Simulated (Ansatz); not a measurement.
# As, pressure series

Take As in the A7 type structure (space group R-3m, No. 166; a = 3.783 Å, c = 10.109 Å (hexagonal axes); layered) as the base.

Cell and atoms are relaxed at each pressure.

The values are results of PBE-D3(BJ) in Ansatz (plane waves to 420 eV, PAW, spin-orbit coupling left out), not measurements.

```csv
pressure (GPa),volume per atom (Å³/atom)
-2,21.863
-1,21.325
0,20.887
0.3,20.772
0.7,20.618
1.5,20.337
3,19.870
5,?
7.5,18.752
```

Q: Fit the third-order Birch–Murnaghan form P(V) = (3B₀/2)[(V₀/V)^(7/3) − (V₀/V)^(5/3)]·[1 + (3/4)(B₀′ − 4)((V₀/V)^(2/3) − 1)] (squares taken in P) to the rows shown and predict the withheld row.

A: Least squares on the printed values gives V₀ = 20.896 Å³/atom, B₀ = 51.0 GPa, B₀′ = 5.7; this predicts 19.319 Å³/atom, and the run gives 19.328 Å³/atom, 0.009 higher.

A case with no gap was solved on a k-mesh chosen for an insulator, which is coarse for it. Load acts through the strain it causes; cell and atoms are relaxed under it. No phonon test of stability was made. No other phases were tried under pressure.

Ansatz is a program for electronic structure.
